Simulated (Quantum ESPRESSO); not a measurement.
Troubleshooting Quantum ESPRESSO: a failed run on NiAl (Pm-3m, 2 atoms in the cell). The aim is a self-consistent single point with DFT, LDA (PZ), plane waves, PSlibrary PAW (LDA) pseudopotentials.

Cell that was meant: a = 2.9244 Å, b = 2.9244 Å, c = 2.9244 Å, α = 90.00°, β = 90.00°, γ = 90.00°.

Part of the input:

```fortran
 ibrav = 1,
 A = 2.9243910000,
 nat = 2,
 ntyp = 3,
 ecutwfc = 50,
 ecutrho = 300,
 occupations = 'smearing',
```

The program printed (abridged):

```
     This program is part of the open-source Quantum ESPRESSO suite
     for quantum simulation of materials; please cite

 %%%%%%%%%%%%%%%%%%%%%%%%%%%%%%%%%%%%%%%%%%%%%%%%%%%%%%%%%%%%%%%%%%%%%%%%%%%%%%
     Error in routine  card_atomic_species (5010):
     cannot read atomic specie from: ATOMIC_POSITIONS {crystal}
 %%%%%%%%%%%%%%%%%%%%%%%%%%%%%%%%%%%%%%%%%%%%%%%%%%%%%%%%%%%%%%%%%%%%%%%%%%%%%%

     stopping ...
```

Task: From the messages shown, name the fault and mend the input.

Result: The fault is a species count that does not match the list of species. The number of species decides how many lines of the species card are read. To fix it, make the count match the list. The program stopped before any SCF iteration.

An input that runs soundly differs in these lines (not the only fix; some lines may just follow from the change or write a value another way):
```diff
- ntyp = 3,
+ ntyp = 2,
```

With that input, the run converged in 13 iterations: free energy E − TS -2973.0185 eV; Fermi level (on the code's own zero) 10.92 eV; pressure -14.91 GPa (DFT, LDA (PZ), plane waves, PSlibrary PAW (LDA) pseudopotentials).

On the sound input: the starting cell has typed, rounded lattice constants, without a prior relaxation at this level. Its lattice was rescaled by a random factor within 2.5 % of one. Spin polarisation is off. With a pressure of about -15 GPa the cell is away from its equilibrium volume at this level.
